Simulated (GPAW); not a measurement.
A self-consistent single point of Au (Fm-3m, 1 atom in the cell) with GPAW.

Computed with PBEsol, LCAO sz(dzp), GPAW PAW datasets PBEsol (made by gpaw-setup) run with GPAW.

```yaml
crystal:
  lattice:
    - [0.00000, 2.03388, 2.03388]
    - [2.03388, 0.00000, 2.03388]
    - [2.03388, 2.03388, 0.00000]
  atoms:
    - { symbol: Au, position: [0.00000, 0.00000, 0.00000] }
```

Reference input (self-consistent single point, DFT PBEsol, plane waves, GPAW PAW datasets PBEsol (made by gpaw-setup)): mode = pw; ecut = 550 eV; xc = PBEsol; kpts = 7 7 7; mesh shift (steps) = 0 0 0; occupations.name = fermi-dirac; occupations.width = 0.1 eV; nbands = -5; symmetry.symmorphic = false; symmetry.tolerance = 0.0005; maxiter = 150. This run's input differs from it in these lines:

```diff
@@ -1,4 +1,3 @@
 from ase import Atoms
-from ase.units import GPa
-from gpaw import GPAW, PW, FermiDirac
+from gpaw import GPAW, FermiDirac
 
@@ -11,3 +10,5 @@
 
-calc = GPAW(mode=PW(550),
+calc = GPAW(mode='lcao',
+            h=0.18,
+            basis='sz(dzp)',
             xc='PBEsol',
@@ -15,3 +16,2 @@
             occupations=FermiDirac(0.1),
-            nbands=-5,
             symmetry={'symmorphic': False, 'tolerance': 0.0005},
@@ -26,4 +26,2 @@
 print(forces.round(5))
-stress = atoms.get_stress()
-print('Stress (GPa, Voigt):', (stress / GPa).round(4))
```

Output, abridged:

```
     iter     time        total  log10-change:
                         energy   eigst   dens
iter:   1 --:--:--    -2.059255        c
iter:   2 --:--:--    -2.056399        c -2.15
iter:   3 --:--:--    -2.030195        c -2.17
iter:   4 --:--:--    -2.030177        c -3.52
iter:   5 --:--:--    -2.030176c       c -4.32c
Converged after 5 iterations.

Dipole moment: (-1.072331, -1.072331, -1.072331) |e|*Ang

Energy contributions relative to reference atoms: (reference = -516455.655722)

Kinetic:        +71.776371
Potential:      -65.251003
External:        +0.000000
XC:              -8.621560
Entropy (-ST):   -0.004181
Local:           +0.068106
SIC:             +0.000000
--------------------------
Free energy:     -2.032267
Extrapolated:    -2.030176

Showing only first 2 kpts
 Kpt  Band  Eigenvalues  Occupancy
  0     3      6.35619    2.00000
  0     4      8.06148    2.00000
  0     5      8.06148    2.00000

  1     3      6.84031    2.00000
  1     4      7.52362    2.00000
  1     5      8.29136    2.00000

Fermi level: 11.90967

No gap
No difference between direct/indirect transitions
Energy (eV): -2.030176

Forces in eV/Ang:
  0 Au    0.00000   -0.00000   -0.00000
```

The run converged in 5 iterations. Against the reference run the free energy goes up by 1.85 eV/atom.

The starting cell has typed, rounded lattice constants, without a prior relaxation at this level. Its lattice was rescaled by up to half a per cent. Values carry the incompleteness of an atom-centred basis.
